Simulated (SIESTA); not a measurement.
SIESTA run on ZnPt (P4/mmm, 2 atoms in the cell): self-consistent single point.

Computed with LDA PW92, numerical atomic orbitals TZP, PseudoDojo LDA standard norm-conserving potentials (rewritten from UPF to PSML) in SIESTA.

```
CELL_PARAMETERS angstrom
      2.86400     0.00000     0.00000
      0.00000     2.86400     0.00000
      0.00000     0.00000     3.51000
ATOMIC_POSITIONS crystal
  Pt 0.00000 0.00000 0.00000
  Zn 0.50000 0.50000 0.50000
```

Reference input (self-consistent single point, DFT, LDA PW92, numerical atomic orbitals TZP, PseudoDojo LDA standard norm-conserving potentials (rewritten from UPF to PSML)): XC.functional = LDA; XC.authors = PW92; potentials = PseudoDojo LDA standard; PAO.BasisSize = TZP; PAO.EnergyShift = 0.005 Ry; MeshCutoff = 300 Ry; kgrid.MonkhorstPack = 8 8 6; OccupationFunction = MP; OccupationMPOrder = 0; ElectronicTemperature = 200 meV; MaxSCFIterations = 150; SCF.Mixer.Method = Pulay. This run's input differs from it in these lines:

```diff
@@ -34,3 +34,3 @@
 OccupationMPOrder            0
-ElectronicTemperature        200.0 meV
+ElectronicTemperature        300.0 meV
```

Output (repeated stretches shortened):

```
        iscf     Eharris(eV)        E_KS(eV)     FreeEng(eV)     dDmax    Ef(eV) dHmax(eV)
   scf:    1    -9212.334626    -9230.344239    -9230.368708  2.394406 -0.511001 25.931150
   scf:    2    -9244.574300    -9239.239568    -9239.259122  0.724556 -1.152918  8.334065
   scf:    3    -9241.267375    -9240.397846    -9240.417850  0.278293 -1.596752  3.471507
   scf:    4    -9240.683364    -9240.585890    -9240.606167  0.156284 -1.836562  0.511516
   scf:    5    -9240.577099    -9240.587092    -9240.606688  0.063187 -1.844344  0.605911
   [... 3 lines left out ...]
   scf:    9    -9240.592697    -9240.592691    -9240.612565  0.001291 -1.861103  0.001110
   scf:   10    -9240.592689    -9240.592690    -9240.612565  0.000039 -1.861037  0.000669
   scf:   11    -9240.592690    -9240.592690    -9240.612565  0.000048 -1.861134  0.000164
   scf:   12    -9240.592690    -9240.592690    -9240.612565  0.000004 -1.861133  0.000053
SCF Convergence by DM+H criterion
max |DM_out - DM_in|         :     0.0000041552
max |H_out - H_in|      (eV) :     0.0000533593
SCF cycle converged after 12 iterations

Using DM_out to compute the final energy and forces

siesta: E_KS(eV) =            -9240.5927

siesta: E_KS - E_eggbox =     -9240.5927

siesta: Atomic forces (eV/Ang):
     1   -0.000000    0.000000   -0.000000
     2    0.000000   -0.000000    0.000000
   Tot   -0.000000    0.000000    0.000000
   Max    0.000000
   Res    0.000000    sqrt( Sum f_i^2 / 3N )
   Max    0.000000    constrained

Stress tensor Voigt[x,y,z,yz,xz,xy] (kbar):      124.55      124.55      106.35       -0.00       -0.00        0.00
(Free)E + p*V (eV/cell)    -9242.7417
Target enthalpy (eV/cell)    -9240.6126

siesta: Program's energy decomposition (eV):
siesta: FreeEng =     -9240.612565

   [... lines left out ...]
siesta:     0.077739    0.000000    0.000000
siesta:     0.000000    0.077739    0.000000
siesta:    -0.000000   -0.000000    0.066381

siesta: Cell volume =         28.790761 Ang**3

siesta: Pressure (static):
siesta:                Solid            Molecule  Units
siesta:          -0.00080545         -0.00080545  Ry/Bohr**3
siesta:          -0.07395276         -0.07395276  eV/Ang**3
siesta:        -118.48537849       -118.48537849  kBar
```

The run converged in 12 iterations. Against the reference run the free energy goes down by 2.9 meV/atom and the pressure moves little (-11.88 to -11.85 GPa).

The starting cell comes from a database of published, mostly measured structures (it also holds non-ambient and calculated ones), without a prior relaxation at this level. Spin polarisation is off. Values carry the incompleteness of an atom-centred basis. With a pressure of about -12 GPa the cell is away from its equilibrium volume at this level.

Cost on one core of a shared machine: roughly 40 s.
